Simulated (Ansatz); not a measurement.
Defect migration in corundum: interstitial O, charge state -2. The step: several atoms move together, O the farthest; the atom moves 1.09 Å along (0.23, 0.03, -0.02) of the unit cell; the moving atom starts with neighbours 2 Al at 1.88, Al at 1.91, Al at 1.97; O at 2.18, O at 2.21, O at 2.30 Å and ends with 2 Al at 1.88, Al at 1.91, Al at 1.97; O at 2.18, O at 2.21, O at 2.30 Å. A PBE band in Ansatz (plane-wave PAW, the Γ point alone, 120 host sites, 48 SCF runs with any check of the saddle's order, static, no finite-size correction) gives a forward barrier of 0.52 eV. The saddle point's order was not checked. The charge state is imposed; whether it is stable for some Fermi level was not computed. Sites that were not tried may lie lower.

Single points at the band's start and saddle point can refine it. Rough cost of one point, in units of the band's mean SCF on the same machine:

| Level | Cost of one point |
|---|---|
| PBE, a 2×2×2 k-point mesh shifted by half a step along c | about 8 |
| r2SCAN at 500 eV, the Γ point alone | about 3 |

Q: Which of these move the barrier by more than 0.1 eV, and how far does each move it?

A: Not one does. PBE, a 2×2×2 k-point mesh shifted by half a step along c: -0.01 eV; r2SCAN at 500 eV, the Γ point alone: +0.01 eV. Each functional is compared with PBE at the same k-points.

Ansatz is a quantum-chemistry and plane-wave program.
